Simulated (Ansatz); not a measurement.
Take ZrSnO$_{3}$ in the cubic perovskite structure (space group Pm-3m, No. 221; a = 4.129 Å; a hypothetical phase, not in the database extracts checked) as the base.

The change: every lattice vector is shortened by 4.76 %; the atoms relax in the strained cell.

Levels (all Ansatz, a quantum-chemistry and plane-wave program, PAW): PBEsol (420 eV, no spin-orbit coupling); r2SCAN (500 eV, without spin-orbit coupling); HSE06 (420 eV, without spin-orbit coupling).

One geometry, relaxed with PBEsol, under each level:

| level | band gap | lowest conduction level above the VBM at special points | pressure |
|---|---|---|---|
| PBEsol | 1.56 eV | X 1.56 eV; Γ 3.07 eV; M 3.43 eV; R 5.28 eV | 34.06 GPa |
| r2SCAN | 1.98 eV | X 1.98 eV; Γ 3.60 eV; M 3.86 eV; R 5.73 eV | 38.33 GPa |
| HSE06 | ? | ? | – |

Q: Give the withheld HSE06 results.

A: 
- HSE06, band gap: 2.46 eV
- HSE06, lowest conduction level above the VBM at special points: X 2.46 eV; Γ 4.28 eV; M 4.46 eV

Single points use the geometry relaxed with PBEsol. Their cutoffs differ, which shifts pressures a little. HSE06 was sampled on its mesh, a few special points and the semilocal edge points, so its gap is an upper bound. No phonon test of stability was made. Many cubic perovskites are stable only at high temperature; tilts and polar distortions were not tested.
